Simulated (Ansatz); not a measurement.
F on the 1x1 (111) surface of fcc Ag, one in a 2x2 cell, started at the site 'hollow Ag-Ag-Ag over Ag at depth 2.4 Å'

These are r2SCAN, at the PBE geometry (plane waves to 500 eV, PAW; Ansatz, an electronic-structure program) values and carry that method's errors.

Slab: 17 atoms, 7.1 Å thick at the start under the adsorbate (thin: gaps and levels are the slab's own); k 6x6x1, smearing 0.1 eV, dipole-corrected; single point; on the structure that PBE left under its start's symmetry; no spin, no spin-orbit, no U, no dispersion correction. At the end it is bonded to 3 Ag. In PBE it is, or lies within 0.03 eV of, the lowest of the starts that converged; the order may differ at this level.

```yaml
adsorption energy against ½ F2(g) at the same level: -2.78 eV
work_function_of_the_top_face: 5.80 eV
change_of_the_work_function: 1.39 eV
change_of_the_step_from_the_bottom_to_the_top_vacuum_level_against_the_clean_slab: 1.36 eV
height of the binding atom over the mean of the host atoms within 0.3 Å of the top one: 1.580 Å
nearest_host_atoms_of_the_binding_atom: Ag at 2.34 Å, Ag at 2.34 Å, Ag at 2.34 Å
cost: roughly 110 core-seconds
```

A negative adsorption energy means that the adsorbate is more stable on the surface than in its reference.
